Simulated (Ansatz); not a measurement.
RbCaH3 (Pm-3m), PBEsol, rigid bands run with Ansatz (a quantum-chemistry and plane-wave program): N_c = 2.56e19 cm⁻³ at 300 K and an electron conductivity mass of 0.499 mₑ.

Problem. For 1e16 electrons per cm³ at 300 K, place the Fermi level, estimate the Seebeck coefficient of a parabolic band with constant τ, and give mobility and conductivity for τ = 10 fs.

Solution. The level lies k_BT ln(N_c/n) = 0.203 eV below the conduction-band minimum. S ≈ −(k_B/e)[ln(N_c/n) + 5/2] = -892 μV/K, against -894 μV/K from the full bands (mean over directions). μ = eτ/m = 35.2 cm²/(V·s) and σ = neμ = 0.0565 S/cm. τ is assumed, not computed.

Band transport and this doping are assumed; polarons and phonon drag are left out. Spin-orbit coupling is left out.

Formula and space group known from diffraction (Crystallography Open Database), not checked to be the room-temperature form: RbCaH3 (Pm-3m).
